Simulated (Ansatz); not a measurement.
Output of an Ansatz run (abridged):

```
WARN the atoms were moved onto the symmetric positions of the space group found under crystal.symmetry.tolerance 1.0e-5 (fractional …
WARN ansatz: RAYON_NUM_THREADS=1 ignored (pool sized by the plan → 1); use --threads N
Pseudopotentials: kind: paw
Pseudopotential: K, paw, valence charge 9
Pseudopotential: Pb, paw, valence charge 14
Pseudopotential: Br, paw, valence charge 7
Crystal: 10 atoms, lattice volume = 488.741 Å³
Basis set: ecut = 420 eV, 9583 PW (Γ)
Bands: 54, of which v1, the nominal top of the filled ones, is band 44 counted from 1 (43 counted from 0)
Symmetry: 24 space group operations
Space group: P63/mmc (ITA 194), of the structure as read, at distance tolerance 7.9e-5 Å
k-points: 6 of 27
PAW frozen core: K, regenerated for the run's functional, and the local potential with it
PAW frozen core: Pb, regenerated for the run's functional, and the local potential with it
PAW frozen core: Br, regenerated for the run's functional, and the local potential with it
Initial density: superposition of atomic densities (neutral atoms: chi_scale 0, normalization atom), corrected by the library's trained network
Initial wavefunctions: pseudopotential atomic-orbital guess
Eigensolver: davidson
Functional: x = slater, c = lda
SCF iter   1: F=—  HF=-42369.879630 eV  |F-HF|=—  |Δ(HF+E_count)|=         —  Δρ=3.92e-3  dr2=7.26e-2  ethr=1.77e-3  ⟨swp⟩=9.8  Hψ=1484  notcnv=0
all-band conjugate gradients solve this SCF's bands
preconditioner: auto → Resta (q_TF=auto, 2.050 Å⁻¹)
SCF iter   2: F=—  HF=-42369.867568 eV  |F-HF|=—  |Δ(HF+E_count)|=   1.21e-2  S|Δr|=    0.00e0  Δρ=1.98e-3  dr2=1.81e-2  ethr=8.25e-5  ⟨swp⟩=2.2  Hψ=596  notcnv=0
SCF iter   3: F=—  HF=-42369.864904 eV  |F-HF|=—  |Δ(HF+E_count)|=   2.66e-3  S|Δr|=    0.00e0  Δρ=2.81e-4  dr2=7.97e-4  ethr=2.06e-5  ⟨swp⟩=2.0  Hψ=558  notcnv=0
SCF iter   4: F=—  HF=-42369.865141 eV  |F-HF|=—  |Δ(HF+E_count)|=   2.36e-4  S|Δr|=    0.00e0  Δρ=7.72e-5  dr2=5.78e-5  ethr=9.06e-7  ⟨swp⟩=2.0  Hψ=411  notcnv=0
SCF iter   5: F=—  HF=-42369.865148 eV  |F-HF|=—  |Δ(HF+E_count)|=   7.20e-6  S|Δr|=    0.00e0  Δρ=2.44e-5  dr2=6.67e-6  ethr=6.57e-8  ⟨swp⟩=2.0  Hψ=424  notcnv=0
SCF iter   6: F=—  HF=-42369.865152 eV  |F-HF|=—  |Δ(HF+E_count)|=   3.70e-6  S|Δr|=    0.00e0  Δρ=7.93e-6  dr2=6.28e-7  ethr=7.58e-9  ⟨swp⟩=2.0  Hψ=490  notcnv=0
SCF iter   7: F=-42369.865151 eV  HF=-42369.865151 eV  |F-HF|=3.71e-10  |Δ(HF+E_count)|=   7.40e-8  S|Δr|=    0.00e0  Δρ=2.46e-6  dr2=5.46e-8  ethr=1.14e-10  ⟨swp⟩=16.2  Hψ=1809  notcnv=0
SCF 1 converged in 7 iterations: F = -42369.865151 eV  dr2 = 5.46e-8
SCF converged after 7 iterations
Stability not checked (fill_not_monotonic)
Free energy (F): -42369.865151 eV
Harris-Foulkes:  -42369.865151 eV  (|F-HF|=3.71e-10)
Internal energy: -42369.865151 eV  (E = F + TS)
E sigma→0 (E₀):  -42369.865151 eV
Fermi energy:    2.422761 eV
Step filling:    the computed levels leave a gap of 2.6650 eV = 13.3 smearing widths
--- Per-component energies (eV) ---
  E_band       = -782.701628
  E_kinetic    = 1887.750802
  E_local      = -7998.833604  (includes V_loc(G=0)·N_el)
  E_nonlocal   = 1169.802083
  E_hartree    = 3089.483849
  E_xc         = -2272.783785
  E_vxc        = -1224.220405  (∫ρ·V_xc dr)
  E_paw        = -34648.475834  (= ΣΔE_a)
  E_vpaw       = -796.165738  (= ΣTr[D̂ρ^β])
  E_aug_tail   = 0.000087  (compensation charges beyond the density's cutoff)
  E_ewald      = -3598.407390
  E_core_change = 1.598640  (= ΣΔE_core)
  E_smearing   = 0.000000  (= −TS)
  E_closure    = 0.000000  (closes the sum)
  Σ components = -42369.865151   (vs F -42369.865151, Δ=0.00e0)
--- Forces (eV/Å), atoms counted from 1 ---
  atom   1  K      0.00000000    -0.00000000     0.00000000
  atom   2  K      0.00000000     0.00000000    -0.00000000
  atom   3  Pb     0.00000000     0.00000000    -0.00000000
  atom   4  Pb    -0.00000000     0.00000000     0.00000000
  atom   5  Br     0.00000000     0.86905217     0.00000000
  atom   6  Br    -0.75262126    -0.43452609    -0.00000000
  atom   7  Br     0.75262126    -0.43452609    -0.00000000
  atom   8  Br     0.00000000    -0.86905217    -0.00000000
  atom   9  Br     0.75262126     0.43452609     0.00000000
  atom  10  Br    -0.75262126     0.43452609     0.00000000
  max |Σ_I F_I| component: 2.22e-16 eV/Å
--- Stress (GPa, compression-positive) ---
        0.209250       0.000000       0.000000
        0.000000       0.209250       0.000000
        0.000000       0.000000       1.078032
  P = ⅓ Tr σ = 0.4988 GPa (4.988 kbar)
  The stress holds the Pulay correction. Without it, at fixed plane waves, as pw.x and ABINIT print it: P = 0.4850 GPa
--- Band table (eV; the first three rows and the last of 6) ---
  k-point 0: bands = ["-29.6188", "-29.6187", "-14.9401", "-14.9401", "-14.7778", "-14.6964", "-14.6964", "-14.6640", "-14.6640", "-14.6388", "-14.6388", "-14.5834", "-13.2935", "-13.2564", "-13.2556", "-13.2397", "-13.2397", "-13.2393", "-13.2393", [...]
  k-point 1: bands = ["-29.6187", "-29.6187", "-14.8847", "-14.8847", "-14.7624", "-14.7624", "-14.7280", "-14.6591", "-14.6591", "-14.6480", "-14.6480", "-14.6308", "-13.2604", "-13.2573", "-13.2395", "-13.2395", "-13.2392", "-13.2392", "-13.2068", [...]
  k-point 2: bands = ["-29.6188", "-29.6187", "-14.9404", "-14.9401", "-14.7778", "-14.6964", "-14.6964", "-14.6640", "-14.6640", "-14.6388", "-14.6388", "-14.5834", "-13.3036", "-13.2563", "-13.2558", "-13.2413", "-13.2409", "-13.2389", "-13.2233", [...]
  k-point 5: bands = ["-29.6187", "-29.6187", "-14.8849", "-14.8849", "-14.7625", "-14.7625", "-14.7280", "-14.6591", "-14.6591", "-14.6480", "-14.6480", "-14.6307", "-13.2605", "-13.2565", "-13.2565", "-13.2419", "-13.2405", "-13.2405", "-13.1811", [...]
```

The structure:

```xyz
10
Lattice="8.7090 0.0000 0.0000 -4.3545 7.5423 0.0000 0.0000 0.0000 7.4406" Properties=species:S:1:pos:R:3 pbc="T T T"
K      0.0000     5.0282     5.5804
K      4.3545     2.5141     1.8601
Pb     0.0000     0.0000     0.0000
Pb     0.0000     0.0000     3.7203
Br     0.0000     2.2054     1.8601
Br     2.4446     6.4396     1.8601
Br    -2.4446     6.4396     1.8601
Br     4.3545     5.3369     5.5804
Br     1.9099     1.1027     5.5804
Br     6.7991     1.1027     5.5804
```

Q: Reconstruct the input of this run.

A: Other spellings and defaults could give the same log, and not every line can be read from it. The input that was run (DFT, LDA (PW92), plane waves, default PAW files made with PBE):

Ansatz 0.2 input:
```yaml
# KPbBr3
crystal:
  lattice:
    - [8.70904200, 0.00000000, 0.00000000]
    - [-4.35452100, 7.54225200, 0.00000000]
    - [0.00000000, 0.00000000, 7.44058500]
  atoms:
    - { symbol: K, position: [0.33333300, 0.66666700, 0.75000000] }
    - { symbol: K, position: [0.66666700, 0.33333300, 0.25000000] }
    - { symbol: Pb, position: [0.00000000, 0.00000000, 0.00000000] }
    - { symbol: Pb, position: [0.00000000, 0.00000000, 0.50000000] }
    - { symbol: Br, position: [0.14620000, 0.29240000, 0.25000000] }
    - { symbol: Br, position: [0.70760000, 0.85380000, 0.25000000] }
    - { symbol: Br, position: [0.14620000, 0.85380000, 0.25000000] }
    - { symbol: Br, position: [0.85380000, 0.70760000, 0.75000000] }
    - { symbol: Br, position: [0.29240000, 0.14620000, 0.75000000] }
    - { symbol: Br, position: [0.85380000, 0.14620000, 0.75000000] }
basis:
  ecutwfc: 420.0
kpoints:
  mp_grid:
    grid: [3, 3, 3]
hamiltonian:
  xc: lda
  pseudopotentials:
    kind: paw
scf:
  occupations:
    method: cold
    width: 0.2
output:
  forces: true
  eigenvalues: true
  stress: true
```

The starting cell was generated: these elements placed on a structure prototype, without a prior relaxation; it need not be a known phase or ordering of this composition. Spin-orbit coupling is off. Ansatz's pressure includes its estimate of the finite-basis (Pulay) stress.

Ansatz is an electronic-structure program.
